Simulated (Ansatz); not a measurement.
Rutile MgH2, treated with r²SCAN (Ansatz, a quantum-chemistry and plane-wave program, PAW).

Settings: plane-wave cutoff 600 eV, 6×6×8 k mesh (along the axes of the cell as run), scalar-relativistic PAW data made under PBE.

Cell (relaxed at this level):

```yaml
crystal:
  lattice:
    - [4.48433, 0.00000, 0.00000]
    - [0.00000, 4.48433, 0.00000]
    - [0.00000, 0.00000, 2.99656]
  atoms:
    - { symbol: Mg, position: [0.00000, 0.00000, 0.00000] }
    - { symbol: Mg, position: [0.50000, 0.50000, 0.50000] }
    - { symbol: H, position: [0.30467, 0.30467, 0.00000] }
    - { symbol: H, position: [0.80467, 0.19533, 0.50000] }
    - { symbol: H, position: [0.19533, 0.80467, 0.50000] }
    - { symbol: H, position: [0.69533, 0.69533, 0.00000] }
```

**Question.** What does this level give for the Young modulus, Poisson ratio, elastic constant C12, elastic constant C33, Voigt–Reuss–Hill bulk modulus, elastic constant C11, elastic constant C13, elastic constant C44 and elastic constant C66?

**Answer.** 
- Young modulus = 91.7 GPa
- Poisson ratio = 0.211
- elastic constant C12 = 38.0 GPa
- elastic constant C33 = 141 GPa
- Voigt–Reuss–Hill bulk modulus = 52.8 GPa
- elastic constant C11 = 76.6 GPa
- elastic constant C13 = 28.9 GPa
- elastic constant C44 = 40.4 GPa
- elastic constant C66 = 55.2 GPa

Elastic constants are with the ions relaxed.

Static lattice: no zero-point or thermal effects.

Cost on a shared machine: about 7 core-minutes (a rough figure).
